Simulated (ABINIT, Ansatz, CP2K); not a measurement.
## Code comparison for La₃TlC (Pm-3m, 5 atoms in the cell)

Self-consistent single point.

```
La3TlC
1.0
    5.32515     0.00000     0.00000
    0.00000     5.32515     0.00000
    0.00000     0.00000     5.32515
La Tl C
3 1 1
Direct
  0.50000   0.00000   0.50000
  0.00000   0.50000   0.50000
  0.50000   0.50000   0.00000
  0.00000   0.00000   0.00000
  0.50000   0.50000   0.50000
```

Shared settings, as Ansatz (a quantum-chemistry and plane-wave program) writes them: kpoints.mp_grid.grid = 5 5 5; scf.occupations.method = gaussian; scf.occupations.width = 0.272 eV. Potentials and cutoffs stand in the table.

```tsv
code	model	pressure (GPa)	cutoff
CP2K	PBEsol, GPW, DZVP-MOLOPT-SR-GTH basis, GTH-PBE potentials (GTH_POTENTIALS)	-3.80	grid 500 Ry
Ansatz	PBEsol, PAW files made with PBE	-4.79	default
ABINIT	PBEsol, PAW (JTH v2.0 PBE PAW, files made for PBE)	-4.72	52 Ry
```

On Ansatz's run: spin-orbit coupling is off.

The spread over the programs that give each value: pressure within 0.99 GPa.

CP2K uses small atom-centred bases, whose incompleteness enters pressures, forces and empty levels differently from a plane-wave cutoff. Ansatz's pressure is given at a fixed set of plane waves, as the other plane-wave codes print theirs.

The starting cell comes from a database of computed structures (which also holds hypothetical and non-ambient phases and stackings), without a prior relaxation at this level. Its lattice was rescaled by a random factor within 2.5 % of one.

Left out of this page: Elk and FLEUR (not drawn, or without a comparable value).

Keys are those of Ansatz 0.2.
